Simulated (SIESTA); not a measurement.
Band structure of ScCu3 (I4/mmm, 4 atoms in the cell).

```
ScCu3
1.0
   -1.90439     1.90439     3.61919
    1.90439    -1.90439     3.61919
    1.90439     1.90439    -3.61919
Sc Cu
1 3
Direct
  0.00000   0.00000   0.00000
  0.75000   0.25000   0.50000
  0.25000   0.75000   0.50000
  0.50000   0.50000   0.00000
```

Computed with GGA PBEsol, numerical atomic orbitals DZP, PseudoDojo PBEsol standard norm-conserving potentials (rewritten from UPF to PSML) (SIESTA).

Settings: XC.functional = GGA; XC.authors = PBEsol; potentials = PseudoDojo PBEsol standard; PAO.BasisSize = DZP; PAO.EnergyShift = 0.005 Ry; MeshCutoff = 400 Ry; kgrid.MonkhorstPack = 10 10 10; OccupationFunction = FD; ElectronicTemperature = 1578.21 K; MaxSCFIterations = 150; SCF.Mixer.Method = Broyden; SCF.Mixer.Weight = 0.25; SCF.Mixer.History = 6; SCF.DM.Tolerance = 1.0E-05.

The starting cell comes from a database of computed structures (which also holds hypothetical and non-ambient phases and stackings), without a prior relaxation at this level. Its lattice was rescaled by a random factor within 2.5 % of one. Spin polarisation is off. Values carry the incompleteness of an atom-centred basis.

Levels in eV from the Fermi level, bands 31 to 36:
| point | 31 | 32 | 33 | 34 | 35 | 36 |
|---|---|---|---|---|---|---|
| Γ | -2.73 | -2.33 | 0.86 | 0.90 | 0.90 | 1.58 |
| X | -2.65 | -2.52 | -0.93 | -0.78 | -0.20 | -0.14 |
| Y | -2.63 | -2.32 | -1.95 | -1.10 | -0.86 | 1.57 |
| S | -2.61 | -2.57 | -2.24 | -1.93 | 0.93 | 2.29 |
| Z | -2.56 | -2.50 | -2.34 | 1.07 | 1.44 | 1.44 |
| S1 | -2.61 | -2.57 | -2.24 | -1.93 | 0.93 | 2.29 |
| N | -2.86 | -2.49 | -2.17 | -0.68 | 0.80 | 2.28 |
| P | -2.60 | -2.50 | -1.80 | -0.80 | -0.80 | 1.09 |
| Y1 | -2.63 | -2.32 | -1.95 | -1.10 | -0.86 | 1.57 |

Bands cross the Fermi level along this path, so the cell is metallic at this level.

Higher empty bands are left out: an atom-centred basis made for the valence describes them poorly.
